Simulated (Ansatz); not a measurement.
## CaO under a change: 6 layers

The reference is CaO in the rock salt structure (space group Fm-3m, No. 225; a = 4.7948 Å). Axes: x, y, z lie along the cube axes.

Modification: a free-standing slab of 6 layers (12 atoms, 2 a layer) is cut normal to the z axis, with 15 Å of vacuum and the in-plane cell held at bulk.

Level of theory: r2SCAN (Ansatz, an electronic-structure program), without spin-orbit coupling. Settings: 10×10×1 k-points, 0.05 eV Fermi–Dirac smearing, for the changed cell.

```csv
quantity,base,changed,shift
layer's space group (with vacuum),–,P4/nmm (No. 129),–
shortest interatomic distance,239.7 pm,234.4 pm,-5.36 pm
band gap,4.20 eV,3.47 eV,-0.73 eV
gap character,–,direct at Γ,–
"valence-band top at Γ (three highest levels, from the VBM)","0.00, 0.00, 0.00 eV","0.00, 0.00, -0.01 eV",–
excess energy per area of both faces (slab less bulk energy over the cell's area: twice a surface energy),–,1.58 J/m²,–
change of the spacing d12 from its bulk value of 2.397 Å,–,-2.0 %,–
change of the spacing d23 from its bulk value of 2.397 Å,–,+0.3 %,–
```

Slab and bulk use different k-meshes, which limits the precision of the excess energy. Stability against distortions was not tested. Labels are those of the standard path for the cell's own space group.
